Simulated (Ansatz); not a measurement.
Start from Be in the hcp (Mg type) structure (space group P6_3/mmc, No. 194; a = 2.255 Å, c = 3.558 Å; relaxed with 0.1 eV smearing). Axes: x lies along a and z along c of the hexagonal cell.

The values are results of PBEsol/PAW in Ansatz (a program for electronic structure), no spin-orbit coupling, not measurements.

Before the change:

The pressure comes out as 0.0 GPa and the shortest interatomic distance is 2.205 Å. The band gap is zero.

The change: the cell is compressed by 2.00 % along z with no lateral relaxation, atoms relaxed at fixed cell.

Task: Predict the new pressure, energy relative to the base, shortest interatomic distance and band gap.

Result: The pressure (mean of the normal stresses, compression positive) goes from zero to 2.9 GPa; the energy grows by 3.9 meV/atom; the shortest interatomic distance decreases by 0.029 Å (2.205 Å → 2.176 Å); the band gap is still zero.

The cells carry an imposed strain or load. No phonon test of stability was made.
